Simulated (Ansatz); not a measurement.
Start from BP in the rock salt structure (space group Fm-3m, No. 225; a = 4.3206 Å; a hypothetical phase, not in the database extracts checked; relaxed with 0.1 eV smearing). Axes: x, y, z lie along the cube axes.

Calculations: PBE in Ansatz (plane waves to 420 eV, PAW, no spin-orbit coupling).

For the base:

| Quantity | Value |
|---|---|
| Pressure | 0.0 GPa |

Modification: uniaxial strain ε_zz = +5.96 %, all other strain components held at zero; the atoms relax in the strained cell.

Q: Estimate the effect on the energy relative to the base.

A: The energy grows by 19 meV/atom.

Q: Predict the new pressure.

A: The pressure (mean of the normal stresses, compression positive) goes from zero to -7.8 GPa.

Whether these cells are dynamically stable was not tested. All final runs are without spin polarisation.

Ansatz is a program for electronic structure.
